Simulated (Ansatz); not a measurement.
An Ansatz (a first-principles code) run: Al2O3 with a change (isotropic strain +1.50 %); PBEsol (Ansatz, PAW, spin-orbit coupling left out).

Input:

Ansatz 0.2 input:
```yaml
crystal:
  lattice:
    - [2.4226916933, 1.3987417013, 4.40329329]
    - [-2.4226916933, 1.3987417013, 4.40329329]
    - [0, -2.7974834026, 4.40329329]
  atoms:
    - { symbol: Al, position: [0.6479215754, 0.6479215754, 0.6479215754] }
    - { symbol: Al, position: [0.1479215754, 0.1479215754, 0.1479215754] }
    - { symbol: Al, position: [0.3520784246, 0.3520784246, 0.3520784246] }
    - { symbol: Al, position: [0.8520784246, 0.8520784246, 0.8520784246] }
    - { symbol: O, position: [0.75, 0.4441385159, 0.0558614841] }
    - { symbol: O, position: [0.0558614841, 0.75, 0.4441385159] }
    - { symbol: O, position: [0.25, 0.5558614841, 0.9441385159] }
    - { symbol: O, position: [0.5558614841, 0.9441385159, 0.25] }
    - { symbol: O, position: [0.9441385159, 0.25, 0.5558614841] }
    - { symbol: O, position: [0.4441385159, 0.0558614841, 0.75] }
basis: { ecutwfc: 420, ecutrho_ratio: 4, xc_grid: 2, fft_grid_basis: typed }
kpoints: { mp_grid: { grid: [8, 8, 8] } }
hamiltonian:
  xc: pbesol
  dispersion: none
  pseudopotentials: { kind: paw }
scf: { occupations: { method: fermi_dirac, width: 0.05 }, convergence: { dr2_threshold: 0.000000001 } }
relax: { f_tol: 0.005, max_steps: 50 }
output: { forces: true, stress: true }
checkpoint: { write: state.ck, write_every: 1000 }
```

Output (explanatory and most iteration lines left out):

```
Relaxation: its limit of steps is 50 (relax.max_steps)
Pseudopotential: Al, paw, valence charge 3
Pseudopotential: O, paw, valence charge 6
Crystal: 10 atoms, lattice volume = 89.529 Å³
Basis set: ecut = 420 eV, 1737 PW (Γ), exchange–correlation on 72×72×72 points (8 copies of the dense FFT grid, shifted against one another)
Bands: 34, of which v1, the nominal top of the filled ones, is band 24 counted from 1 (23 counted from 0)
Symmetry: 12 space group operations
Space group: R-3c (ITA 167), of the structure as read, at distance tolerance 4.5e-5 Å
k-points: 65 of 512
Functional: x = pbesol(κ = 0.804, μ = 0.12345679012345678), c = pbesol(β = 0.046)
SCF iter   1: F=—  HF=-5478.773859 eV  |F-HF|=—  |Δ(HF+E_count)|=         —  Δρ=1.59e-2  dr2=1.73e-1  ethr=1.77e-3  ⟨swp⟩=7.4  Hψ=11592  notcnv=0  defer=43
SCF iter   2: F=—  HF=-5478.722422 eV  |F-HF|=—  |Δ(HF+E_count)|=   5.14e-2  Δρ=2.08e-3  dr2=1.55e-3  ethr=3.61e-4  ⟨swp⟩=2.6  Hψ=4379  notcnv=0  defer=261
SCF 1 converged in 7 iterations: F = -5478.722638 eV  dr2 = 2.15e-10
relax step   1: F+E_penalty+E_count = -5478.72263797 eV  Δ(F+E_penalty+E_count) = +0.000e0 eV  max|allowed force component| = 4.794e-2 eV/Å  Δτ_max = 0.0000 Å  (7 SCF iters, accepted)
Crystal: 10 atoms, lattice volume = 89.529 Å³
SCF iter   1: F=—  HF=-5478.723028 eV  |F-HF|=—  |Δ(HF+E_count)|=         —  Δρ=2.81e-4  dr2=6.36e-5  ethr=1.33e-7  ⟨swp⟩=2.2  Hψ=6885  notcnv=0  defer=262
SCF iter   2: F=—  HF=-5478.723015 eV  |F-HF|=—  |Δ(HF+E_count)|=   1.30e-5  Δρ=1.41e-4  dr2=1.71e-5  ethr=1.33e-7  ⟨swp⟩=2.0  Hψ=3115  notcnv=0  defer=262
SCF 2 converged in 6 iterations: F = -5478.723008 eV  dr2 = 6.02e-11
relax step   2: F+E_penalty+E_count = -5478.72300849 eV  Δ(F+E_penalty+E_count) = -3.705e-4 eV  max|allowed force component| = 9.326e-3 eV/Å  Δτ_max = 0.0020 Å  (6 SCF iters, accepted)
Crystal: 10 atoms, lattice volume = 89.529 Å³
SCF iter   1: F=—  HF=-5478.723015 eV  |F-HF|=—  |Δ(HF+E_count)|=         —  Δρ=4.42e-5  dr2=2.06e-6  ethr=1.93e-8  ⟨swp⟩=2.1  Hψ=4820  notcnv=0  defer=263
SCF iter   2: F=—  HF=-5478.723019 eV  |F-HF|=—  |Δ(HF+E_count)|=   3.51e-6  Δρ=2.22e-5  dr2=5.49e-7  ethr=4.29e-9  ⟨swp⟩=1.0  Hψ=2730  notcnv=0  defer=263
SCF 3 converged in 5 iterations: F = -5478.723018 eV  dr2 = 3.93e-11
relax step   3: F+E_penalty+E_count = -5478.72301848 eV  Δ(F+E_penalty+E_count) = -9.990e-6 eV  max|allowed force component| = 6.786e-3 eV/Å  Δτ_max = 0.0003 Å  (5 SCF iters, accepted)
Crystal: 10 atoms, lattice volume = 89.529 Å³
SCF iter   1: F=—  HF=-5478.723023 eV  |F-HF|=—  |Δ(HF+E_count)|=         —  Δρ=4.98e-5  dr2=2.81e-6  ethr=7.89e-8  ⟨swp⟩=2.0  Hψ=4803  notcnv=0  defer=262
SCF iter   2: F=—  HF=-5478.723027 eV  |F-HF|=—  |Δ(HF+E_count)|=   3.22e-6  Δρ=2.49e-5  dr2=7.11e-7  ethr=5.86e-9  ⟨swp⟩=1.0  Hψ=2779  notcnv=0  defer=262
SCF 4 converged in 4 iterations: F = -5478.723026 eV  dr2 = 9.24e-10
relax step   4: F+E_penalty+E_count = -5478.72302625 eV  Δ(F+E_penalty+E_count) = -7.765e-6 eV  max|allowed force component| = 6.446e-5 eV/Å  Δτ_max = 0.0004 Å  (4 SCF iters, accepted)
SCF converged after 4 iterations
Free energy (F): -5478.723026 eV
Internal energy: -5478.723026 eV  (E = F + TS)
E sigma→0 (E₀):  -5478.723026 eV
Fermi energy:    9.813053 eV
--- Forces (eV/Å), atoms counted from 1 ---
  atom   1  Al    -0.00000000     0.00000000     0.00006446
  atom   2  Al     0.00000000     0.00000000     0.00006446
  atom   3  Al     0.00000000     0.00000000    -0.00006446
  atom   4  Al    -0.00000000     0.00000000    -0.00006446
  atom   5  O      0.00001020    -0.00001767    -0.00000000
  atom   6  O      0.00001020     0.00001767     0.00000000
  atom   7  O     -0.00001020     0.00001767     0.00000000
  atom   8  O      0.00002041    -0.00000000     0.00000000
  atom   9  O     -0.00001020    -0.00001767    -0.00000000
  atom  10  O     -0.00002041    -0.00000000     0.00000000
--- Stress (GPa, compression-positive) ---
      -10.068554       0.000000       0.000000
        0.000000     -10.068554      -0.000000
        0.000000       0.000000      -9.525869
  P = ⅓ Tr σ = -9.8877 GPa (-98.877 kbar)
--- Relaxed structure (4 steps of the walk, 4 accepted, 0 SCFs on fresh bases) ---
  atoms:
    - { symbol: Al, position: [0.64782976487842, 0.64782976487842, 0.64782976487842] }
    - { symbol: Al, position: [0.14782976487841995, 0.14782976487841995, 0.14782976487841995] }
    - { symbol: Al, position: [0.35217023512158, 0.35217023512158, 0.35217023512158] }
    - { symbol: Al, position: [0.85217023512158, 0.85217023512158, 0.85217023512158] }
    - { symbol: O, position: [0.75, 0.4446475904453465, 0.05535240955465354] }
    - { symbol: O, position: [0.05535240955465348, 0.7499999999999999, 0.44464759044534635] }
    - { symbol: O, position: [0.2499999999999999, 0.5553524095546535, 0.9446475904453464] }
    - { symbol: O, position: [0.5553524095546535, 0.9446475904453463, 0.25] }
    - { symbol: O, position: [0.9446475904453464, 0.24999999999999994, 0.5553524095546535] }
    - { symbol: O, position: [0.44464759044534635, 0.05535240955465348, 0.7499999999999999] }
```

No phonon test of stability was made. The cell was made from Al2O3 in the corundum structure (space group R-3c, No. 167) by this change: isotropic strain +1.50 %.
